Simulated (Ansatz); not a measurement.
An Ansatz (a program for electronic structure) input (Kohn–Sham DFT with the PBEsol-D3(BJ) functional, run in Ansatz with PAW and 420 eV plane waves, no SOC):

Ansatz 0.2 input:
```yaml
crystal:
  lattice:
    - [5.0820850007, 0, 0]
    - [0, 3.7965663667, 0]
    - [-0.0652774892, 0, 6.5420023054]
  atoms:
    - { symbol: Pt, position: [0, 0, 0] }
    - { symbol: Sn, position: [0, 0.5, 0.5] }
    - { symbol: Se, position: [0.7074628582, 0, 0.6863364964] }
    - { symbol: Se, position: [0.7365993458, 0.5, 0.1442625372] }
    - { symbol: Se, position: [0.2634006542, 0.5, 0.8557374628] }
    - { symbol: Se, position: [0.2925371418, 0, 0.3136635036] }
basis: { ecutwfc: 420, ecutrho_ratio: 4, xc_grid: 2, fft_grid_basis: typed }
kpoints: { mp_grid: { grid: [9, 12, 7] } }
hamiltonian:
  xc: pbesol
  dispersion: d3bj
  pseudopotentials: { kind: paw }
scf: { occupations: { method: fermi_dirac, width: 0.05 }, convergence: { dr2_threshold: 0.0000000006 } }
output: { forces: true, stress: true }
checkpoint: { write: state.ck, write_every: 1000 }
```

Which symmetry and how many k-points will the program report, and about how many plane waves at Γ?

Space group P2/m (ITA 10) with 4 operations, k-points 224 of 756, and 2501 plane waves at Γ.

These are small ordered cells, not random alloys; other orderings at the same x differ. Whether these cells are dynamically stable was not tested. The final runs are not spin-polarised. The cell was made from SnSe2 by this change: x(Pt) = 0.5, 6 atoms, P2/m.
